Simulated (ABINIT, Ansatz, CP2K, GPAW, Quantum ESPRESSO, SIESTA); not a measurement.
## One structure in several programs: Si2Ni (Fm-3m, 3 atoms in the cell)

Self-consistent single point, at a second geometry (lattice scaled by 0.98). First geometry:

```
CELL_PARAMETERS angstrom
      0.00000     2.68481     2.68481
      2.68481     0.00000     2.68481
      2.68481     2.68481     0.00000
ATOMIC_POSITIONS crystal
  Si 0.25000 0.25000 0.25000
  Si 0.75000 0.75000 0.75000
  Ni 0.00000 0.00000 0.00000
```

Shared settings, as Ansatz (an electronic-structure program) writes them: kpoints.mp_grid.grid = 9 9 9; scf.occupations.method = gaussian; scf.occupations.width = 0.272 eV. Potentials and cutoffs stand in the table.

```
code                                                                                                                                model  ΔF from the first geometry (meV/atom)  pressure (GPa)       cutoff
----------------  -----------------------------------------------------------------------------------------------------------------------  -------------------------------------  --------------  -----------
Ansatz                                                                                                             PBE, default PAW files                                   59.9           18.86      default
GPAW                                                                                         PBE, GPAW PAW datasets PBE (gpaw-data 1.0.1)                                   67.2           20.66       850 eV
Quantum ESPRESSO                                                                                PBE, PSlibrary PAW (PBE) pseudopotentials                                   60.3           18.61        50 Ry
SIESTA            GGA PBE, numerical atomic orbitals DZP, PseudoDojo PBE standard norm-conserving potentials (rewritten from UPF to PSML)                                   53.1           17.58  grid 350 Ry
CP2K                                                              PBE, GPW, DZVP-MOLOPT-SR-GTH basis, GTH-PBE potentials (GTH_POTENTIALS)                                   60.7           19.08  grid 600 Ry
ABINIT                                                           PBE, norm-conserving pseudopotentials (PseudoDojo nc-sr-05 PBE standard)                                   60.3           19.00        98 Ry
```

For Quantum ESPRESSO (by 0.4 GPa) the energy change implies a higher mean pressure, against the two pressures, than for the other programs: a sign of finite-basis (Pulay) stress.

On Ansatz's run: spin polarisation is off.

The spread over the programs that give each value: ΔF from the first geometry within 14.1 meV/atom; pressure within 3.08 GPa.

SIESTA and CP2K use small atom-centred bases, whose incompleteness enters pressures, forces and empty levels differently from a plane-wave cutoff. Ansatz's pressure is given at a fixed set of plane waves, as the other plane-wave codes print theirs; with its correction for the finite basis it is 18.92 GPa. In the pressure, GPAW (by 1.73) and SIESTA (by 1.35) lie more than 1 GPa from the median of the plane-wave programs.

The starting cell comes from a database of computed structures (which also holds hypothetical and non-ambient phases and stackings), without a prior relaxation at this level. Its lattice was rescaled by a random factor within 2.5 % of one. For this run, on top of that: lattice scaled by 0.98.

Left out of this page: Elk and FLEUR (not drawn, or without a comparable value).

Keys are those of Ansatz 0.2.
